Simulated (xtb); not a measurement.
xtb 6.7.1, GFN2-xTB: F[Si](F)(F)[OH+][Si](F)(F)F, charge +1, multiplicity 1, 10 atoms. The geometry is a generated start, not checked to be a minimum at this level.

run flags: --grad
method: GFN2-xTB
--acc: 1 (default)
--etemp (K): 300 (default)
basis functions: 49
valence electrons: 56

```xyz
10

F      2.2105     0.4317    -1.1239
Si     1.4269     0.6004     0.2064
F      2.1887     0.1008     1.4646
F      0.7230     1.9757     0.3363
O      0.1540    -0.5545     0.0960
Si    -1.5154    -0.2963    -0.2384
F     -1.5702     0.1406    -1.7258
F     -1.9736     0.8132     0.7442
F     -2.0690    -1.7206     0.0482
H      0.4252    -1.4911     0.1925
```

Charge 1 and multiplicity 1 are set for this test and not shown to be the ground state.

One run each on 1 thread. Values of broydamp tried: 0.02, 0.05, 0.1, 0.2, 0.4 (default), 0.6, 0.8, 1.

### Question
Predict the course of the SCC iterations along this series.

### Answer
Fewest SCC iterations, within one of each other: 0.4 (default) with 11, 0.6 with 11, 0.8 with 11, 1 with 11. The count rises to 21 at 0.02. All converge to one solution.

| broydamp | SCC iterations | end |
|---|---|---|
| 0.02 | 21 | same solution |
| 0.05 | 17 | same solution |
| 0.1 | 16 | same solution |
| 0.2 | 13 | same solution |
| 0.4 (default) | 11 | same solution |
| 0.6 | 11 | same solution |
| 0.8 | 11 | same solution |
| 1 | 11 | same solution |
